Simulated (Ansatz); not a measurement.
**Re: response to strain**

Base system: Re in the hcp (Mg type) structure (space group P6_3/mmc, No. 194; relaxed with 0.1 eV smearing).

```xyz
2
Lattice="2.7764 0.0000 0.0000 -1.3882 2.4045 0.0000 0.0000 0.0000 4.4809" Properties=species:S:1:pos:R:3 pbc="T T T"
Re     1.3882     0.8015     3.3607
Re     0.0000     1.6030     1.1202
```

Strains are applied to the cell and any free atomic positions relax.

Calculations: Kohn–Sham DFT with the PBE functional, run in Ansatz (a quantum-chemistry and plane-wave program) with PAW and 420 eV plane waves, no SOC.

Notes on the quantities. energy relative to the base: free energy F; pressure: mean of the normal stresses, compression positive.

| case | energy relative to the base | pressure | volume per atom |
|---|---|---|---|
| base | 0 meV/atom | 0.0 GPa | 14.96 Å³ |
| isotropic strain −3.00 % | +153 meV/atom | 40.7 GPa | 13.65 Å³ |
| isotropic strain −2.50 % | +104 meV/atom | 32.7 GPa | 13.86 Å³ |
| isotropic strain −2.00 % | +66 meV/atom | 25.2 GPa | 14.08 Å³ |
| isotropic strain −1.50 % | +36 meV/atom | 18.2 GPa | 14.29 Å³ |
| isotropic strain −0.50 % | +3.9 meV/atom | 5.7 GPa | 14.73 Å³ |
| isotropic strain +1.00 % | +15 meV/atom | -10.2 GPa | 15.41 Å³ |
| isotropic strain +1.50 % | +33 meV/atom | -14.7 GPa | 15.64 Å³ |
| isotropic strain +2.00 % | +57 meV/atom | -18.9 GPa | 15.87 Å³ |
| isotropic strain +2.50 % | +88 meV/atom | -22.8 GPa | 16.11 Å³ |

Stability against distortions was not tested. All final runs are without spin polarisation.
